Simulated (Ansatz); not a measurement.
The parent structure is MoSi₂ (space group I4/mmm, No. 139; a = 3.202 Å, c = 7.819 Å). Axes: x, y, z lie along a, b, c of the conventional cell.

All numbers come from r2SCAN (Ansatz, an electronic-structure program), without spin-orbit coupling, earlier PAW set.

Base values:

- Pressure = 0.0 GPa
- Shortest interatomic distance = 2.576 Å

It is then changed as follows: biaxial strain −3.60 %, plane normal [001], relaxed out of plane (Cartesian); in-plane vectors clamped, the third vector and the atoms free.

Problem. How does this affect the energy relative to the base?

Solution. The energy rises by 58 meV/atom.

Problem. Predict the new pressure.

Solution. The pressure (mean of the normal stresses, compression positive) goes from zero to 13.7 GPa.

Problem. What happens to the shortest interatomic distance?

Solution. The shortest interatomic distance falls by 0.028 Å to 2.548 Å.

A case with no gap was solved on a k-mesh chosen for an insulator, which is coarse for it. Without a gap, meshes like the base's 14×14×14 leave anisotropic stresses uncertain by several tenths of a GPa, and small strain energies with them. No phonon test of stability was made. All final runs are without spin polarisation.
